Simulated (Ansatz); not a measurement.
Defect: interstitial Si in beta Ga2O3, charge state +4. The step: a concerted move, in which Si travels most; the atom moves 1.22 Å along (0.03, -0.35, -0.06) of the unit cell; the moving atom starts with neighbours O at 1.63, 2 O at 1.66, O at 1.69 Å and ends with O at 1.63, O at 1.65, O at 1.67, O at 1.70 Å. A PBE band in Ansatz (plane-wave PAW, the Γ point alone, 120 host sites, 77 SCF runs with any check of the saddle's order, static, no finite-size correction) gives a forward barrier of 1.57 eV. The saddle point's order was not checked. The charge state is imposed; whether it is stable for some Fermi level was not computed. Sites that were not tried may lie lower.

Single points at the band's start and saddle point can refine it. Rough cost of one point, in units of the band's mean SCF on the same machine:

| Level | Cost of one point |
|---|---|
| PBE, a 2×2×2 k-point mesh shifted by half a step | about 9 |
| r2SCAN at 500 eV, the Γ point alone | about 2 |

**Question.** Which of these move the barrier by more than 0.1 eV, and how far does each move it?

**Answer.** PBE, a 2×2×2 k-point mesh shifted by half a step: +0.01 eV; r2SCAN at 500 eV, the Γ point alone: +0.13 eV. Each functional is compared with PBE at the same k-points.

Ansatz is a first-principles code.
